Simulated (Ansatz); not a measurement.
Take BaTiO₃ (space group P4mm, No. 99; a = 3.985 Å, c = 4.204 Å) as the base.

(Cell as relaxed with PBE.)

Levels (all Ansatz, a quantum-chemistry and plane-wave program, PAW, earlier PAW set): PBE (420 eV, without spin-orbit coupling); r2SCAN (500 eV, spin-orbit coupling left out).

Each level relaxes its own structure.

```csv
base,PBE,r2SCAN
volume per atom,13.35 Å³,12.98 Å³
lattice parameter a,3.985 Å,3.973 Å
band gap,1.85 eV,2.23 eV
```

It is then changed as follows: the cell is scaled by 0.9788 in all directions; the atoms relax in the strained cell.

```csv
quantity,PBE,r2SCAN
energy relative to the base (free energy F),+23 meV/atom,[?]
"pressure (mean of the normal stresses, compression positive)",9.52 GPa,[?]
band gap,1.93 eV,[?]
```

Q: What does r2SCAN give?

A: 
- energy relative to the base (free energy F), r2SCAN: +26 meV/atom
- pressure (mean of the normal stresses, compression positive), r2SCAN: 10.99 GPa
- band gap, r2SCAN: 2.33 eV

PBE's energy relative to the base lies 2.8 meV/atom below r2SCAN's; PBE's pressure lies 1.47 GPa below r2SCAN's; PBE's band gap lies 0.40 eV below r2SCAN's. Neither level is exact; r2SCAN is the comparison here, not a measurement.

Semilocal Kohn–Sham gaps tend to fall short of experiment. Whether these cells are dynamically stable was not tested. The final runs are not spin-polarised.
